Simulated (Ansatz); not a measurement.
**Hf under a change: uniaxial strain ε_zz = +0.50 %**

The parent structure is Hf in the hcp (Mg type) structure (space group P6_3/mmc, No. 194; a = 3.117 Å, c = 4.950 Å; relaxed with 0.1 eV smearing). Axes: x lies along a and z along c of the hexagonal cell.

One thing is altered: uniaxial strain ε_zz = +0.50 %, all other strain components held at zero; the atoms relax in the strained cell.

The values are results of LDA (Ansatz, a first-principles code; PAW; 420 eV plane waves; no SOC), not measurements. Settings: 21×21×12 k-points, 0.1 eV Fermi–Dirac smearing.

- Volume per atom = 20.93 Å³ (base 20.83 Å³)
- Space group = P6_3/mmc (No. 194) (base P6_3/mmc (No. 194))
- Shortest interatomic distance = 3.070 Å (base 3.060 Å)
- Energy relative to the base (free energy F) = +0.3 meV/atom
- Pressure (mean of the normal stresses, compression positive) = -0.6 GPa (base 0.0 GPa)
- Band gap = zero (base zero)
- Stress (xx, yy, zz, yz, xz, xy; compression positive) = (-0.4, -0.4, -1.1, 0.0, 0.0, 0.0) GPa

Final structure:

```yaml
crystal:
  lattice:
    - [3.11736, 0.00000, 0.00000]
    - [-1.55868, 2.69972, 0.00000]
    - [0.00000, 0.00000, 4.97482]
  atoms:
    - { symbol: Hf, position: [0.66667, 0.33333, 0.75000] }
    - { symbol: Hf, position: [0.33333, 0.66667, 0.25000] }
```

Cost of the whole job for the changed cell (relaxation, final SCF and bands): about 50 core-seconds (a rough figure).

Stability against distortions was not tested. All final runs are without spin polarisation.
